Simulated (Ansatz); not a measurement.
Consider TiAl (space group P4/mmm, No. 123; a = 2.766 Å, c = 4.002 Å; relaxed with 0.1 eV smearing). Axes: x, y, z lie along a, b, c of the conventional cell.

The values are results of LDA/PAW in Ansatz (a first-principles code), no SOC, not measurements.

Base values:

- Shortest interatomic distance = 2.766 Å

The change: tensor shear ε_xz = +0.57 % (engineering shear γ = 0.0114), atoms relaxed at fixed cell.

Problem. Predict the new energy relative to the base, stress and shortest interatomic distance.

Solution. The energy goes up by 0.8 meV/atom; the stress (xx, yy, zz, yz, xz, xy; compression positive) amounts to (0.0, 0.0, 0.0, 0.0, -1.4, 0.0) GPa; the shortest interatomic distance is still 2.766 Å.

The cells carry an imposed strain or load. No phonon test of stability was made. The final runs are not spin-polarised.
